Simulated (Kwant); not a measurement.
System: wire with a side stub in a Si two-dimensional gas. Effective mass 0.19 mₑ, grid spacing 2 nm, hard walls, nominal width 60 nm (29 grid rows, so walls 60 nm apart), one parabolic valley, scattering region 180 nm long along x; energies count from the band bottom; Fermi energy swept from 0.0004398 to 0.0052226 eV. Closed stub on one side, 46 nm wide and 50 nm deep.

The device is made up for the run: typed textbook-type constants, with dimensions and the other settings drawn at random.

Computed with Kwant: effective-mass tight-binding model on a square grid, one spin, coherent transport at 0 K. Conductance is in e²/h.

### Question
How many channels do the leads carry at E = 2.65, 3.29, 3.45 meV?

### Answer
The hard-wall thresholds are n² ħ²π²/(2mW²) = n² × 0.550 meV with W = 60 nm. √(2.65/0.550) = 2.20, so 2. √(3.29/0.550) = 2.45, so 2. √(3.45/0.550) = 2.51, so 2.
